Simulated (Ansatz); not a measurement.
**Si3N4, pressure series**

Take Si$_{3}$N$_{4}$ (space group Fd-3m, No. 227; a = 7.744 Å) as the base.

Cell and atoms are relaxed at each pressure.

Method: PBEsol (Ansatz, a quantum-chemistry and plane-wave program), no spin-orbit coupling.

```csv
pressure (GPa),volume per atom (Å³/atom)
-2,8.346
-1,8.319
0,8.292
0.3,8.284
1.5,8.252
3,8.213
5,?
7.5,8.101
10,8.043
```

Fit the third-order Birch–Murnaghan form P(V) = (3B₀/2)[(V₀/V)^(7/3) − (V₀/V)^(5/3)]·[1 + (3/4)(B₀′ − 4)((V₀/V)^(2/3) − 1)] (squares taken in P) to the rows shown and predict the withheld row.

Least squares on the printed values gives V₀ = 8.292 Å³/atom, B₀ = 308 GPa, B₀′ = 4.0; this predicts 8.163 Å³/atom, and the run gives 8.162 Å³/atom, in agreement.

Load acts through the strain it causes; cell and atoms are relaxed under it. Whether these cells are dynamically stable was not tested. Competing high-pressure phases were not computed.
